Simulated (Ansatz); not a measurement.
Results of BLYP in Ansatz (PAW) for cubic perovskite CsPbF₃.

Settings: plane-wave cutoff 520 eV, 8×8×8 k mesh, Fermi–Dirac smearing 0.01 eV, scalar-relativistic PAW data made under PBE.

Energies at three volumes about the minimum:

| V (Å³/atom) | E − E_lowest (meV/atom) |
|---|---|
| 23.971 | 1.15 |
| 24.460 | 0.00 |
| 24.949 | 1.06 |

Question: Fit a parabola by hand: where is the minimum, what lattice constant follows, and what is the bulk modulus?

Answer: Slopes: (0.00 − 1.15)/(24.460 − 23.971) = -2.352 and (1.06 − 0.00)/(24.949 − 24.460) = 2.168 meV/Å³. Curvature E″ = 2 × (2.168 − (-2.352))/(24.949 − 23.971) = 9.243 meV/Å⁶. From the middle of the first interval, the slope vanishes at V0 = 24.2155 − (-2.352)/9.243 = 24.470 Å³/atom. B = V0 E″ = 24.470 × 9.243 meV/Å³ × 0.1602 GPa per meV/Å³ = 36.2 GPa. With 5 atoms in the cube, a = (5 × 24.470)^(1/3) = 4.964 Å. The full Birch–Murnaghan fit to all volumes gives V0 = 24.460 Å³/atom and B0 = 36.1 GPa.

Note: the cell is over a tenth larger than the published one: the level's own overestimate first of all, though another phase or state, or a fault of the published cell, is possible.

Ansatz is a quantum-chemistry and plane-wave program.
